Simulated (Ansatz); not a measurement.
# bixbyite In2O3: the defect F interstitial

The numbers are results of HSE06, PAW (plane waves to 420 eV; Ansatz, a program for electronic structure), not measurements. Details: 80-site cell; PBE lattice, 13.62 Å³ a site; 2×2×2 Γ-centred k-points; start: void with 6O nearest; no spin–orbit coupling; finite-size errors of tenths of an eV; relaxed from one start, so a lower configuration may exist; atoms relaxed at one k-point.

Neighbours after relaxation, in Å: of the F atom: In 2.21, In 2.21, In 2.21, O 2.45, O 2.45, O 2.45.

The name describes the start; the neighbours show where the atoms ended.

| charge | moment (μB) | point group | largest move off a lattice site (Å) |
|---|---|---|---|
| −1 | not spin-polarised | C3 | 0.28 |

Point groups are those of the whole cell at tolerances of 0.03 and 0.1 Å ("near" where only the looser one holds); none is given for unsettled states.

No usable result was obtained for charge +1, 0.
